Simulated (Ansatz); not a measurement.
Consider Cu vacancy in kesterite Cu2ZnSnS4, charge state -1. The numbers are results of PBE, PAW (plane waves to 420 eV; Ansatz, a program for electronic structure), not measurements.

64-site cell at the relaxed PBE lattice, one k-point at (0.250, 0.250, 0.250), smearing 0.05 eV, spin-restricted, no finite-size correction. Static, classical nuclei. PBE gaps are too small, and in this host the defect's levels may merge with the bands. The charge state is imposed; whether it is stable for some Fermi level was not computed. Forms of the defect that were not tried may lie lower.

Barriers: single points on a 2×2×2 k-point mesh shifted by half a step at the bands' geometries.

The step: one Cu atom jumps into the vacancy from a nearby Cu site. Atoms about the jump, Cartesian Å from the middle of the jump, before and after:

| atom | x0 | y0 | z0 | x1 | y1 | z1 |
|---|---|---|---|---|---|---|
| Cu1 | 0.01 | 1.33 | 1.35 | -0.01 | -1.33 | -1.35 |
| S2 | -1.24 | -0.05 | 0.03 | -1.22 | 0.01 | 0.08 |
| S3 | 1.45 | 0.07 | 2.68 | 1.44 | 0.08 | 2.68 |
| S4 | 1.33 | -2.69 | 0.03 | 1.32 | -2.68 | 0.05 |
| Zn5 | 2.76 | -1.41 | 1.33 | 2.76 | -1.34 | 1.40 |

Question: Give the saddle-point geometry and the barrier.

Answer: 
```tsv
atom	x	y	z
Cu1	0.62	-0.40	0.52
S2	-1.48	0.19	0.27
S3	1.48	0.01	2.64
S4	1.35	-2.61	0.12
Zn5	2.96	-1.42	1.38
```
It lies 1.05 eV above the start and 1.04 eV above the end. The saddle point's order was not checked.
